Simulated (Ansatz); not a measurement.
The starting structures come from a database of crystals and need not be the phases stable at ambient conditions.

 Where the default PAW files enter, the runs use the earlier of Ansatz's two default sets.

# Evanescent states of Al4C3 (R-3m, not sure to be the ambient phase, 7 atoms a cell, 11.4 Å³ an atom) along the normal of (101)

The numbers are results of r2SCAN (plane waves, PAW; Ansatz, a quantum-chemistry and plane-wave program), not measurements.

The gap is the functional's own, uncorrected, and κ follows it; spin-orbit coupling is left out. Mid-gap values are interpolated between the computed energies.

Energies count from the valence-band top; κ is the least over a 10×4 mesh across the current.

| E (eV) | κ (1/Å) | where |
|---|---|---|
| 0.05 | 0.060 | Γ |
| 0.15 | 0.103 | Γ |
| 0.25 | 0.131 | Γ |
| 0.35 | 0.152 | Γ |
| 0.45 | ___ | Γ |
| 0.55 | ___ | Γ |
| 0.65 | ___ | Γ |
| 0.75 | ___ | off Γ |
| 0.85 | ___ | off Γ |
| 0.95 | ___ | off Γ |
| 1.05 | ___ | off Γ |
| 1.15 | ___ | off Γ |
| 1.25 | ___ | off Γ |
| 1.35 | 0.135 | off Γ |
| 1.45 | 0.115 | off Γ |
| 1.55 | 0.090 | off Γ |
| 1.65 | 0.051 | off Γ |

Fill in the missing entries.


- 0.45, κ (1/Å): 0.170
- 0.55, κ (1/Å): 0.185
- 0.65, κ (1/Å): 0.198
- 0.75, κ (1/Å): 0.201
- 0.85, κ (1/Å): 0.194
- 0.95, κ (1/Å): 0.185
- 1.05, κ (1/Å): 0.175
- 1.15, κ (1/Å): 0.164
- 1.25, κ (1/Å): 0.150
